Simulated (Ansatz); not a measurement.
The starting structures come from a database of crystals and need not be the phases stable at ambient conditions.

Data:

```
PbO
1.0
    5.54284     0.00000     0.00000
    0.00000     5.88287     0.00000
    0.00000     0.00000     4.79203
Pb O
4 4
Cartesian
  5.48312   1.36490   3.59402
  0.05972   4.51797   1.19801
  2.83114   1.36490   1.19801
  2.71170   4.51797   3.59402
  0.49288   5.05772   3.59402
  5.04996   0.82515   1.19801
  2.27854   5.05772   1.19801
  3.26430   0.82515   3.59402
```

The cell was relaxed by PBE-D3(BJ); by r2SCAN it stands under a pressure of -1.3 GPa.

Transport runs along the normal of the first two printed cell vectors.

The gap is the functional's own, uncorrected, and κ follows it; spin-orbit coupling is left out. Mid-gap means the computed energy nearest the middle.

Q: State the band gap and the smallest decay constant κ at mid-gap according to r2SCAN (Ansatz, a program for electronic structure).

A: Gap 2.45 eV on a 6×6×6 mesh; κ = 0.206 1/Å, at (0.333, 0.500) of the in-plane reciprocal vectors. At the zone centre the slowest state has κ = 0.34 1/Å.
